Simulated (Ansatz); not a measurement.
Start from MoSi2 (space group I4/mmm, No. 139; a = 3.190 Å, c = 7.822 Å; relaxed with 0.1 eV smearing). Axes: x, y, z lie along a, b, c of the conventional cell.

Calculations: PBEsol, PAW, 420 eV (Ansatz, a program for electronic structure; spin-orbit coupling left out).

Before the change:

* **Pressure**: 0.0 GPa
* **Volume per atom**: 13.27 Å³

Modification: compressive biaxial strain of 0.50 % in the plane normal to [001], as in epitaxy on a mismatched substrate; the out-of-plane cell vector and the atoms relax.

Problem. What does the calculation give for the pressure after the change?

Solution. The pressure (mean of the normal stresses, compression positive) goes from zero to 1.7 GPa.

Problem. What does the calculation give for the volume per atom after the change?

Solution. The volume per atom shrinks by 0.11 Å³, from 13.27 Å³ to 13.16 Å³.

Problem. Estimate the effect on the energy relative to the base.

Solution. The energy grows by 1.0 meV/atom.

No phonon test of stability was made. The final runs are not spin-polarised.
